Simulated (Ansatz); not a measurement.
## Response to strain in Au

Consider Au in the fcc (Cu type) structure (space group Fm-3m, No. 225; relaxed with 0.1 eV smearing).

```xyz
1
Lattice="0.0000 2.0623 2.0623 2.0623 0.0000 2.0623 2.0623 2.0623 0.0000" Properties=species:S:1:pos:R:3 pbc="T T T"
Au     0.0000     0.0000     0.0000
```

Cartesian axes are those of the cell as printed.

Strains are applied to the cell and any free atomic positions relax; under biaxial strain the out-of-plane vector relaxes too.

Method: r2SCAN in Ansatz (plane waves to 500 eV, PAW, spin-orbit coupling left out).

Notes on the quantities. energy relative to the base: free energy F.

```json
[
 {"biaxial strain, plane normal [111], relaxed out of plane (%)": "-2.5", "energy relative to the base (meV/atom)": "9.8"},
 {"biaxial strain, plane normal [111], relaxed out of plane (%)": "-2.08", "energy relative to the base (meV/atom)": "6.3"},
 {"biaxial strain, plane normal [111], relaxed out of plane (%)": "-1.67", "energy relative to the base (meV/atom)": "3.8"},
 {"biaxial strain, plane normal [111], relaxed out of plane (%)": "-1.25", "energy relative to the base (meV/atom)": "?"},
 {"biaxial strain, plane normal [111], relaxed out of plane (%)": "-0.83", "energy relative to the base (meV/atom)": "0.8"},
 {"biaxial strain, plane normal [111], relaxed out of plane (%)": "-0.42", "energy relative to the base (meV/atom)": "0.2"},
 {"biaxial strain, plane normal [111], relaxed out of plane (%)": "0", "energy relative to the base (meV/atom)": "0.0"}
]
```

**Question.** Fit ΔE = Aε² + Bε³ (ε in %) to the rows shown and predict the withheld row.

**Answer.** Least squares on the printed values gives A = 0.941 and B = -0.25 meV/atom (largest residual 0.0 meV/atom); this predicts 2.0 meV/atom, and the run gives 1.9 meV/atom, in agreement.

Whether these cells are dynamically stable was not tested.

Ansatz is a program for electronic structure.
